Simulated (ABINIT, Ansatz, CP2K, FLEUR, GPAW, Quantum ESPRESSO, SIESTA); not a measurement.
**Code comparison for ScF3 (C2, 4 atoms in the cell)**

Self-consistent single point.

```
ScF3
1.0
    2.28284    -3.06973     0.00000
    2.28284     3.06973     0.00000
   -1.68920     0.00000     3.65522
Sc F
1 3
Direct
  0.01114   0.98886   0.00000
  0.45904   0.90322   0.85177
  0.09678   0.54096   0.14823
  0.93304   0.06696   0.50000
```

All programs got the same cell, k-point mesh and kind of occupations (some realise fixed ones as a very narrow smearing) (in Ansatz's words: kpoints.mp_grid.grid = 8 8 7; scf.occupations.method = fixed); potentials, basis and cutoffs are each program's usual ones.

```json
[
 {"code": "FLEUR", "model": "LDA (Perdew-Zunger), all-electron FLAPW (FLEUR), scalar-relativistic valence", "pressure (GPa)": "–", "largest force (eV/Å)": "–", "gap on the mesh (eV)": "5.308", "k-points": "129", "cutoff": "Kmax 4.7 1/bohr"},
 {"code": "CP2K", "model": "LDA (Pade form), GPW, DZVP-MOLOPT-SR-GTH basis, GTH-PADE potentials (GTH_POTENTIALS)", "pressure (GPa)": "-0.36", "largest force (eV/Å)": "0.100", "gap on the mesh (eV)": "5.196", "k-points": "226", "cutoff": "grid 600 Ry"},
 {"code": "SIESTA", "model": "LDA PW92, numerical atomic orbitals DZP, PseudoDojo LDA standard norm-conserving potentials (rewritten from UPF to PSML)", "pressure (GPa)": "-3.85", "largest force (eV/Å)": "0.173", "gap on the mesh (eV)": "4.941", "k-points": "232", "cutoff": "grid 350 Ry"},
 {"code": "GPAW", "model": "LDA (Perdew-Wang 92), GPAW PAW datasets LDA (gpaw-data 1.0.1)", "pressure (GPa)": "–", "largest force (eV/Å)": "0.165", "gap on the mesh (eV)": "5.229", "k-points": "129", "cutoff": "900 eV"},
 {"code": "ABINIT", "model": "LDA (PW92), PAW (JTH v2.0 LDA PAW)", "pressure (GPa)": "-1.10", "largest force (eV/Å)": "0.083", "gap on the mesh (eV)": "5.233", "k-points": "129", "cutoff": "816 eV"},
 {"code": "Ansatz", "model": "LDA (PW92), PAW files made with PBE", "pressure (GPa)": "-1.12", "largest force (eV/Å)": "0.115", "gap on the mesh (eV)": "5.242", "k-points": "129", "cutoff": "default"},
 {"code": "Quantum ESPRESSO", "model": "LDA (PZ), GBRV 1.5 ultrasoft (LDA) pseudopotentials", "pressure (GPa)": "-0.46", "largest force (eV/Å)": "0.098", "gap on the mesh (eV)": "5.233", "k-points": "129", "cutoff": "50 Ry"}
]
```

Size of the force on each atom (eV/Å): Sizes of forces hide their directions.

```csv
code,Sc1,F2,F3,F4
CP2K,0.100,0.050,0.050,0.060
SIESTA,0.173,0.090,0.090,0.051
GPAW,0.165,0.085,0.085,0.078
ABINIT,0.083,0.042,0.042,0.063
Ansatz,0.115,0.051,0.051,0.073
Quantum ESPRESSO,0.098,0.044,0.044,0.070
```

A dash marks a value that a program does not give, or that is left out as unsure.

Gaps are read on the mesh.

The spread over the programs that give each value: pressure within 3.49 GPa; largest force within 0.090 eV/Å; gap on the mesh within 0.367 eV.

The starting cell comes from a database of computed structures (which also holds hypothetical and non-ambient phases and stackings), without a prior relaxation at this level. Its lattice was rescaled by a random factor within 2.5 % of one.

Problem. Why do the programs differ, and what cannot be compared?

Solution. Differences of this kind can come from the potentials, where these differ, and from what each basis and cutoff leave unconverged. The zero of total energies and Fermi levels follows the potentials and each program's conventions, so they are not compared here. CP2K and SIESTA use small atom-centred bases, whose incompleteness enters pressures, forces and empty levels differently from a plane-wave cutoff. FLEUR treats all electrons, but the usual bases taken here (sphere radii, linearisation, local orbitals, empty states) were not tested for convergence, so the values are no reference for the others. Ansatz's pressure is given at a fixed set of plane waves, as the other plane-wave codes print theirs; with its correction for the finite basis it is -0.53 GPa (the shift of 0.59 GPa shows how far the cutoff is from converged). The pressure of GPAW is left out: its cutoff lies under the one at which its stress was checked. The same LDA comes in different parametrisations, which differ slightly. The programs reduce the same mesh by symmetry to different extents, which changes the work and not the result. In the pressure, SIESTA (by 2.75) lies more than 1 GPa from the median of the plane-wave programs. In the gap, SIESTA (by 0.292) lies more than 0.12 eV from the median of the plane-wave programs. In the force vectors, SIESTA (by 0.107) lies more than 0.08 eV/Å from the median of the plane-wave programs.

Ansatz is a program for electronic structure.

Keys are those of Ansatz 0.2.
